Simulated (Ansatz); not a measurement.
Start from TiAl (space group P4/mmm, No. 123; a = 2.824 Å, c = 4.071 Å).

Computed with Kohn–Sham DFT with the PBE functional, run in Ansatz (a first-principles code) with PAW and 420 eV plane waves, scalar-relativistic without spin-orbit coupling.

Base values:

| Item | Value |
|---|---|
| Volume per atom | 16.24 Å³ |

The change: a hydrostatic pressure of 45 GPa.

Task: How does this affect the volume per atom?

Result: The volume per atom drops by 3.561 Å³ (16.24 Å³ → 12.67 Å³).

Load acts through the strain it causes; cell and atoms are relaxed under it. Whether these cells are dynamically stable was not tested. No other phases were tried under pressure. All final runs are without spin polarisation.
